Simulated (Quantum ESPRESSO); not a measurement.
Quantum ESPRESSO 7.5, DFT, PBE, plane waves, PseudoDojo 0.5 standard norm-conserving PBE (local tails restored to the Coulomb form): zinc-blende GaP, 2 atoms. Basis and mesh were picked for this test and aren't claimed converged.

```
Property                                     Value
-----------------  -------------------------------
cell               3.85, 3.85, 3.85 Å; 60, 60, 60°
task                               phonons by DFPT
k mesh                                       8×8×8
ecutwfc                                      80 Ry
ecutrho                                     320 Ry
occupations                                  fixed
conv_thr                                  1e-12 Ry
tprnfor                                       true
tstress                                      false
tr2_ph                                       1e-14
q                     [0, 0, 0] 2π/alat, Cartesian
k-points computed                               29
```

Hardware: Intel Xeon 6 (Granite Rapids), 96 cores on 1 socket, 2 hardware threads a core, 3 L3 cache groups, 3 NUMA nodes.

Wall times, medians of two to five repeats, each run alone on the node (launch to exit). Unless noted, each process is bound to its own block of adjacent cores. The build: conda-forge: Open MPI 5.0, OpenMP, OpenBLAS 0.3.34 (pthreads), FFTW, ScaLAPACK, ELPA; another build can shift the numbers. Scratch files lie in a memory file system. A preparatory run goes ahead and isn't timed.

Measured:

```csv
cores,layout,wall time
4,"4 ranks, -nk 4",54 s
8,"8 ranks, -nk 8",29 s
16,"16 ranks, -nk 16",17 s
24,"24 ranks, -nk 12",15 s
48,"48 ranks, -nk 16",8.1 s
64,"64 ranks, -nk 16",7.1 s
```

Q: Fit T(p) = s + w/p to these times and predict the runs with 32 ranks, -nk 16 and with 96 ranks, -nk 16. How well does the fit hold?

A: A fit of relative deviations gives s = 4.1 s and w = 210 core-seconds; it misses the rows shown by at most 18 %.

```json
[
 {"cores": "32", "layout": "32 ranks, -nk 16", "fit": "11 s", "measured": "11 s", "measured against fit": "+4 %"},
 {"cores": "96", "layout": "96 ranks, -nk 16", "fit": "6.2 s", "measured": "6.4 s", "measured against fit": "+3 %"}
]
```

Efficiency, counted from 4 cores, is near one half at 64 cores. The shortest time, 6.4 s, comes at 96 cores. The share that grows most is that of symmetrising (psymdvscf): from 1.9 % of the time on 4 cores to 18 % on 96. The largest part on 96 cores, solving the linear systems (cgsolve), takes 44 s on 4 and 3.4 s there.
